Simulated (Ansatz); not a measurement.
# ZnSnP2 under a change: pressure 2.1 GPa

Consider ZnSnP$_{2}$ in the chalcopyrite structure (space group I-42d, No. 122; a = 5.702 Å, c = 11.436 Å).

The change: cell and atoms relaxed at a pressure of 2.1 GPa.

Calculations: PBE (Ansatz, a quantum-chemistry and plane-wave program), no spin-orbit coupling. Settings: 8×8×8 k-points, 0.05 eV Fermi–Dirac smearing.

Volume per atom: 22.55 Å³ (base 23.24 Å³)
Density: 4.53 g/cm³ (base 4.40 g/cm³)
Lattice parameter a: 10.666 bohr (base 10.776 bohr)
c/a ratio: 2.006 (base 2.005)
Shortest interatomic distance: 4.484 bohr (base 4.536 bohr)
Enthalpy H = E + PV relative to the base's energy: +0.30 eV/atom
Band gap: 0.83 eV (base 0.68 eV)
Gap character: direct at Γ (base direct at Γ)
Mean gap deformation potential ΔEg/Δln V: -4.8 eV
Width of the top valence band: 1.41 eV (base 1.33 eV)
Electron mass: 0.073 mₑ along c, 0.069 mₑ across (at Γ) (base 0.061 mₑ along c, 0.058 mₑ across (at Γ))
Valence-band top at Γ (three highest levels, from the VBM): 0.00, 0.00, -0.01 eV (base 0.00, 0.00, 0.00 eV)

Cost of the whole job for the changed cell (relaxation, final SCF and bands): very roughly 6 core-minutes.

Load acts through the strain it causes; cell and atoms are relaxed under it. Masses are band curvatures over ±0.01 Å⁻¹ around the edge. No phonon test of stability was made.
